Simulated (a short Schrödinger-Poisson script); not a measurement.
Solved with a short Schrödinger-Poisson script written for these runs: 1D Poisson equation in equilibrium, electrons quantum, Hartree (BenDaniel-Duke, 40 states a valley, the channel's in-plane mass for all, wave functions free to enter the barrier), parabolic valleys, classical holes, full ionisation, no traps, pinning or gate leakage.

System: gated Al0.3Ga0.7As/GaAs δ-doped gas in a quantum well, at 300 K.

From the gate side: 10 nm Al0.3Ga0.7As; 2 nm Al0.3Ga0.7As; 16 nm GaAs; 4000 nm Al0.3Ga0.7As, acceptors 3e14 cm⁻³.

The device is made up for the run: typed textbook-type constants, with dimensions and the other settings drawn at random. Al0.3Ga0.7As: permittivity 12.05, conduction-band edge (eV) 0.237, gap (eV) 1.798, electron mass (mₑ) 0.0919, Nv at 300 K (cm⁻³) 9e18. GaAs: permittivity 12.9, conduction-band edge (eV) 0, gap (eV) 1.424, Nv at 300 K (cm⁻³) 9e18.

Channel valleys (confinement mass, in-plane density-of-states mass, number): Γ 0.067, 0.067, 1. At the gate the conduction-band edge of layer 1 lies 0.99 eV − eVg above the Fermi level of the channel; the field vanishes at the back. Sheet of ionised δ-doping: +3.1e12 e/cm² at 10 nm from the gate. The barrier under the gate holds no holes. Gaps are held at their typed values at every temperature. Mesh 0.08 nm at interfaces.

### Question
Give the sheet density of all electrons at Vg = 0.5 V (cm⁻²); the capacitance at Vg = 0.5 V (μF/cm²); the lowest subband against the Fermi level at Vg = 0.5 V (meV).

### Answer
sheet density of all electrons at Vg = 0.5 V (cm⁻²): 7.28e11; capacitance at Vg = 0.5 V (μF/cm²): 0.587; lowest subband against the Fermi level at Vg = 0.5 V (meV): -5.5.
